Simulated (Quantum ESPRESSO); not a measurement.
## One base run on HoTl3 (Pm-3m, 4 atoms in the cell) and variants with one or two settings moved

```
CELL_PARAMETERS angstrom
      4.71117     0.00000     0.00000
      0.00000     4.71117     0.00000
      0.00000     0.00000     4.71117
ATOMIC_POSITIONS crystal
  Ho 0.00000 0.00000 0.00000
  Tl 0.00000 0.50000 0.50000
  Tl 0.50000 0.00000 0.50000
  Tl 0.50000 0.50000 0.00000
```
Moments meant for the start (each program seeds them in its own way; μB, in the order of the atoms Ho Tl Tl Tl): 4.0 0.0 0.0 0.0.

Base run A: PBEsol, SSSP 1.1.2 efficiency (PBE) pseudopotentials run with Quantum ESPRESSO, self-consistent single point.

Its settings: ecutwfc = 50 Ry; ecutrho = 400 Ry; occupations = smearing; smearing = marzari-vanderbilt; degauss = 0.0036749 Ry; nspin = 2; input_dft = pbesol; potentials = {Ho: Ho.GGA-PBE-paw-v1.0.UPF, Tl: Tl_pbe_v1.2.uspp.F.UPF}; K_POINTS = automatic 4 4 4 0 0 0; conv_thr = 1e-11 Ry; mixing_beta = 0.4.

The starting cell comes from a database of computed structures (which also holds hypothetical and non-ambient phases and stackings), without a prior relaxation at this level. With one magnetic atom in the cell only a parallel order is possible. With U or open f shells several self-consistent states can exist. The f electrons are in the valence without U or exact exchange, which can misplace them near the Fermi level. Spin-orbit terms, which matter for f shells, are left out. Without a gap this mesh is coarse (it stands for a supercell whose shortest vector is 19 Å).

A dash stands where there is no value to compare (another energy zero or no entropy term, no result, no spin, no clean gap, or a mesh too coarse for one). 

Run A gave: pressure (GPa) -0.68; size of the net moment (μB/atom) 0.87; k-points 10; ending converged.

Runs:
- B: degauss: 0.0036749 Ry → 0.0073499 Ry; K_POINTS: automatic 4 4 4 0 0 0 → automatic 6 6 6 0 0 0
- C: vdw_corr: default → grimme-d3; dftd3_version: default → 4; dftd3_threebody: default → true [PBEsol-D3(BJ) with three-body term]

Problem. What does run C change against A?

Solution. The pressure goes from -0.68 to -3.07 GPa and the size of the net moment stays at 0.87 μB/atom.

Problem. What does run B change against A?

Solution. The run ended unconverged after 100 iterations.

```json
[
 {"run": "A", "pressure (GPa)": "-0.68", "size of the net moment (μB/atom)": "0.87", "k-points": "10", "ending": "converged"},
 {"run": "B", "pressure (GPa)": "–", "size of the net moment (μB/atom)": "–", "k-points": "20", "ending": "not converged"},
 {"run": "C", "pressure (GPa)": "-3.07", "size of the net moment (μB/atom)": "0.87", "k-points": "10", "ending": "converged"}
]
```
